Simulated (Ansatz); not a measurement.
**MoN3 (model structure, started from the ReO3 type, Pm-3m, No. 221, 4 atoms in the cell)**

All values below come from r²SCAN (Ansatz, a first-principles code, PAW).

Run with plane-wave cutoff 560 eV, 14×14×14 k mesh, Fermi–Dirac smearing 0.05 eV, no spin polarisation, scalar-relativistic PAW data made under PBE.

Cell (relaxed at this level):

```
CELL_PARAMETERS angstrom
      3.92179     0.00000     0.00000
      0.00000     3.92179     0.00000
      0.00000     0.00000     3.92179
ATOMIC_POSITIONS crystal
  Mo 0.00000 0.00000 0.00000
  N  0.00000 0.50000 0.00000
  N  0.50000 0.00000 0.00000
  N  0.00000 0.00000 0.50000
```

| Item | Value |
|---|---|
| bulk modulus | 190 GPa |

Note: the run has no spin polarisation, so it can have missed a magnetic state; the bulk modulus is −V dP/dV from two relaxed cells at ±2 % in volume; the relaxation could raise the start's symmetry but not lower it, so the cell can be a saddle point.

The computed numbers hold no vibrational or temperature effects.

It cost around 50 core-seconds (rough) of CPU time.

A model structure was made by putting elements into a prototype or built by hand; it is no filed structure, need not be a known phase, and can be a saddle point held by its symmetry.
